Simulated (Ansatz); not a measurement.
# YAs in the rock salt structure (space group Fm-3m, No. 225; a model cell)

YAs is taken in the cubic space group Fm-3m (No. 225), the rock salt structure, Pearson symbol cF8. Conventional cell: a = b = c = 5.7484 Å, α = β = γ = 90.00°. As on 4a has 6 Y at 2.874 Å (octahedral). Y on 4b sees 6 As at 2.874 Å (octahedral). (Neighbours: up to the widest gap in distance over summed covalent radii, below 1.35, at either atom; cation-cation and far metal-metal contacts left out.)
(The calculation used a cell of 2 atoms; values per cell refer to that cell.)

The values are results of plane-wave PAW DFT at the PBEsol level (Ansatz, a first-principles code, 420 eV), no SOC, not measurements. Settings: 14×14×14 k-points, 0.05 eV Fermi–Dirac smearing.

| Quantity | Result |
|---|---|
| Volume per atom | 23.74 Å³ |
| Density | 5.73 g/cm³ |
| Band gap | zero |
| Total energy | -4305.641 eV/atom (σ→0; compares only within this code and set-up) |

Whether these cells are dynamically stable was not tested. The final runs are not spin-polarised.
